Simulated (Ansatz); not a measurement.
**Co₃NiC (model structure, started from the Mn3GaN type, Pm-3m, No. 221, 5 atoms in the cell)**

All values below come from LDA in Ansatz (PAW).

Run with plane-wave cutoff 520 eV, 14×14×14 k mesh, Fermi–Dirac smearing 0.05 eV, spin-polarised with parallel moments, scalar-relativistic PAW data made under PBE.

Cell (relaxed at this level):

```cif
data_CCo3Ni
_chemical_formula_sum 'Co3 Ni1 C1'
_space_group_name_H-M_alt 'P 1'
_space_group_IT_number 1
_cell_length_a 3.62261
_cell_length_b 3.62261
_cell_length_c 3.62261
_cell_angle_alpha 90.000
_cell_angle_beta 90.000
_cell_angle_gamma 90.000
loop_
_space_group_symop_operation_xyz
  'x, y, z'
loop_
_atom_site_label
_atom_site_type_symbol
_atom_site_fract_x
_atom_site_fract_y
_atom_site_fract_z
_atom_site_occupancy
Co1 Co 0.50000 0.50000 0.00000 1
Co2 Co 0.00000 0.50000 0.50000 1
Co3 Co 0.50000 0.00000 0.50000 1
Ni1 Ni 0.00000 0.00000 0.00000 1
C1 C 0.50000 0.50000 0.50000 1
```
Starting moments (μB, in the order of the record's atoms Co Co Co Ni C): 3.0 3.0 3.0 2.0 0.0.

```
Property          Result
---------------  -------
band gap            none
bulk modulus B0  280 GPa
```

Note: the magnetic order was assumed, not searched for or taken from measurement; the bulk modulus is −V dP/dV from two relaxed cells at ±2 % in volume; the moments ended far under their starting size, a low-moment state that need not be the lowest; the relaxation could raise the start's symmetry but not lower it, so the cell can be a saddle point.

Static lattice: no zero-point or thermal effects.

Cost on a shared machine: about 5 core-minutes (a rough figure).

A model structure was made by putting elements into a prototype or built by hand; it is no filed structure, need not be a known phase, and can be a saddle point held by its symmetry.

Ansatz is a first-principles code.
